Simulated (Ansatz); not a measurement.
Pressure series in BaTiO3

Take BaTiO₃ in the cubic perovskite structure (space group Pm-3m, No. 221; a = 3.935 Å) as the base.

Cell and atoms are relaxed at each pressure.

Computed with LDA, PAW, 420 eV (Ansatz, a program for electronic structure; without spin-orbit coupling).

```tsv
pressure (GPa)	volume per atom (Å³/atom)
-2	12.309
-1	12.244
0	12.182
0.3	?
0.7	12.139
1.5	12.090
5	11.890
7.5	11.758
10	11.633
```

Problem. Fit the third-order Birch–Murnaghan form P(V) = (3B₀/2)[(V₀/V)^(7/3) − (V₀/V)^(5/3)]·[1 + (3/4)(B₀′ − 4)((V₀/V)^(2/3) − 1)] (squares taken in P) to the rows shown and predict the withheld row.

Solution. Least squares on the printed values gives V₀ = 12.181 Å³/atom, B₀ = 196 GPa, B₀′ = 4.4; this predicts 12.163 Å³/atom, and the run gives 12.164 Å³/atom, in agreement.

Measured bulk modulus of BaTiO3: 162 GPa (temperature not stated; as listed in Yu-ichiro Matsushita, Kazuma Nakamura, Atsushi Oshiyama, Physical Review B (2011)); the computed value is for a static lattice, so the two differ by thermal effects too.

Load acts through the strain it causes; cell and atoms are relaxed under it. No phonon test of stability was made. Competing high-pressure phases were not computed. The final runs are not spin-polarised. Many cubic perovskites are stable only at high temperature; tilts and polar distortions were not tested. This is not the structure that BaTiO3 has at room temperature and ambient pressure.
